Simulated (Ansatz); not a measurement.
System: Rh-vacancy pair (Rh on one host Ru site, one Ru site vacant) in hcp Ru (neutral cell). Calculation: PBE, PAW (plane waves to 420 eV; Ansatz, a quantum-chemistry and plane-wave program).

Cell of 36 host sites held at the relaxed PBE lattice; a 2×2×2 k-point mesh shifted by half a step along c; Fermi-Dirac width 0.10 eV, spin-restricted; finite-size errors left in. Static, classical nuclei. Forms of the defect that were not tried may lie lower. The start lies 0.047 eV above the lowest site run (PBE).

Barriers: single points on a 4×4×4 k-point mesh shifted by half a step along c at the bands' geometries (they differ from the bands' own by up to 0.15 eV, and are uncertain by about as much).

The step: direct exchange of Rh with the vacancy (Rh-vacancy distance between ideal sites 2.72 Å throughout); the atom moves 2.72 Å along (-1.00, 0.00, 0.00) of the unit cell; the moving atom starts with neighbours 4 Ru at 2.67, 2 Ru at 2.68, 3 Ru at 2.72, Ru at 2.73, Ru at 2.76 Å and ends with 4 Ru at 2.67, 2 Ru at 2.68, 3 Ru at 2.72, Ru at 2.73, Ru at 2.76 Å.

**Question.** Give the migration barrier of this step at the level PBE, PAW.

**Answer.** 1.98 eV, the same both ways. At the saddle the moving atom has neighbours Ru at 2.43, 2 Ru at 2.48, Ru at 2.68, 4 Ru at 2.83 Å. The saddle point's order was not checked, and it lies on a symmetry element of the cell, where a band can be held.
